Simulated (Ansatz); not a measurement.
C (Fmmm, No. 69, 4 atoms in the cell; start mp-937760; another form than the element's usual one)

Calculation: r²SCAN+rVV10 (Ansatz, a program for electronic structure, PAW).

Run with plane-wave cutoff 560 eV, 24×24×8 k mesh (along the axes of the cell as run), Fermi–Dirac smearing 0.05 eV, scalar-relativistic PAW data made under PBE.

Cell (relaxed at this level):

Space group Fmmm (No. 69); a = 2.4559 Å, b = 4.2514 Å, c = 6.7393 Å, α = β = γ = 90.00°

| atom | site | symmetry | x | y | z |
|---|---|---|---|---|---|
| C | 8h | m2m | 0.0000 | 0.1667 | 0.0000 |
(The calculation used a cell of 4 atoms; values per cell refer to that cell.)

```
Item                                                  Result
--------  --------------------------------------------------
band gap  0.01 eV (under three smearing widths, so not firm)
Γ–Γ gap                                              7.45 eV
```

Note: the relaxation could not lower the start's symmetry, so the cell can be a saddle point above a distorted one.

Computed values are for the static lattice.

A start named mp-… is a Materials Project structure, which need not be a measured phase.
